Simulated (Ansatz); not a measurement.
We consider Ba₂InSbO₆ (model structure, started from the Ba2BiTaO6 type, R-3, No. 148, 10 atoms in the cell), described by LDA (PAW; Ansatz, a first-principles code).

Numerical settings: plane-wave cutoff 520 eV, 8×8×8 k mesh, Fermi–Dirac smearing 0.01 eV, scalar-relativistic PAW data made under PBE.

Cell (relaxed with PBEsol):

```
Ba2InO6Sb
1.0
    2.92691     1.68985     4.76451
   -2.92691     1.68985     4.76451
    0.00000    -3.37971     4.76451
Ba Sb In O
2 1 1 6
Direct
  0.74996   0.74996   0.74996
  0.25004   0.25004   0.25004
  0.50000   0.50000   0.50000
  0.00000   0.00000   0.00000
  0.74023   0.23558   0.28303
  0.25977   0.76442   0.71697
  0.28303   0.74023   0.23558
  0.71697   0.25977   0.76442
  0.23558   0.28303   0.74023
  0.76442   0.71697   0.25977
```

Task: Estimate the band gap and smallest direct gap on the k points sampled that the calculation returns.

Result: 
- band gap: 1.07 eV
- smallest direct gap on the k points sampled: 1.08 eV

Note: the relaxation could raise the start's symmetry but not lower it, so the cell can be a saddle point; cell and atoms aren't relaxed at this level (largest force component 0.04 eV/Å, pressure -4.4 GPa).

Spin–orbit coupling is not included.

The computed numbers hold no vibrational or temperature effects.

A model structure was made by putting elements into a prototype or built by hand; it is no filed structure, need not be a known phase, and can be a saddle point held by its symmetry.
